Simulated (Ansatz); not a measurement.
We consider ZnO2 (Pa-3, No. 205, 12 atoms in the cell; start mp-8484), described by PBE0 (PAW; Ansatz, a first-principles code).

Numerical settings: plane-wave cutoff 460 eV, 6×6×6 k mesh, Fermi–Dirac smearing 0.01 eV, scalar-relativistic PAW data made under PBE.

Cell (relaxed with PBEsol):

```cif
data_O8Zn4
_chemical_formula_sum 'Zn4 O8'
_space_group_name_H-M_alt 'Pa-3'
_space_group_IT_number 205
_space_group_name_Hall '-P 2ac 2ab 3'
_cell_length_a 4.86787
_cell_length_b 4.86787
_cell_length_c 4.86787
_cell_angle_alpha 90.000
_cell_angle_beta 90.000
_cell_angle_gamma 90.000
loop_
_atom_site_label
_atom_site_type_symbol
_atom_site_symmetry_multiplicity
_atom_site_Wyckoff_symbol
_atom_site_fract_x
_atom_site_fract_y
_atom_site_fract_z
_atom_site_occupancy
Zn1 Zn 4 a 0.00000 0.00000 0.00000 1
O1 O 8 c 0.41247 0.41247 0.41247 1
```

Task: What does this level give for the band gap, smallest direct gap on the k points sampled and direct gap at Γ?

Result: 
* **band gap**: 5.25 eV (indirect)
* **smallest direct gap on the k points sampled**: 5.42 eV
* **direct gap at Γ**: 5.91 eV

Note: cell and atoms aren't relaxed at this level (largest force component 0.40 eV/Å, pressure 0.3 GPa).

Computed values are for the static lattice.

Computing time: around 15 core-minutes (rough).

A start named mp-… is a Materials Project structure, which need not be a measured phase.
